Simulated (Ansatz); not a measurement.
Band structure of CoSi2 (Fm-3m, 3 atoms in the cell).

```xyz
3
Lattice="0.0000 2.7026 2.7026 2.7026 0.0000 2.7026 2.7026 2.7026 0.0000" Properties=species:S:1:pos:R:3 pbc="T T T"
Co     0.0000     0.0000     0.0000
Si     4.0540     4.0540     4.0540
Si     1.3513     1.3513     1.3513
```

Level of theory: PBE, PAW files (plane waves; Ansatz, a first-principles code).

Settings: basis.ecutwfc = 420 eV; kpoints.mp_grid.grid = 9 9 9; hamiltonian.xc = pbe; hamiltonian.pseudopotentials = {kind: paw} (the program's default PAW files); scf.occupations.method = fermi_dirac; scf.occupations.width = 0.136 eV; kpoints.band_path.npoints = 8.

The starting cell comes from a database of computed structures (which also holds hypothetical and non-ambient phases and stackings), without a prior relaxation at this level. Its lattice was rescaled by a random factor within 2.5 % of one. Spin polarisation is off.

Levels in eV from the Fermi level, bands 10 to 16:
| point | 10 | 11 | 12 | 13 | 14 | 15 | 16 |
|---|---|---|---|---|---|---|---|
| Γ | -1.84 | 0.47 | 3.30 | 3.30 | 3.30 | 3.40 | 3.40 |
| X | -1.90 | -1.90 | -1.86 | -1.29 | 1.47 | 2.90 | 8.49 |
| W | -2.24 | -1.90 | -1.41 | -0.67 | 3.49 | 3.49 | 5.79 |
| K | -2.17 | -1.72 | -1.19 | -0.95 | 1.87 | 4.89 | 5.71 |
| L | -1.57 | -1.57 | -0.49 | -0.49 | 2.58 | 3.33 | 3.33 |
| U | -2.17 | -1.72 | -1.19 | -0.95 | 1.87 | 4.89 | 5.71 |

Bands cross the Fermi level along this path, so the cell is metallic at this level.

Keys are those of Ansatz 0.2.
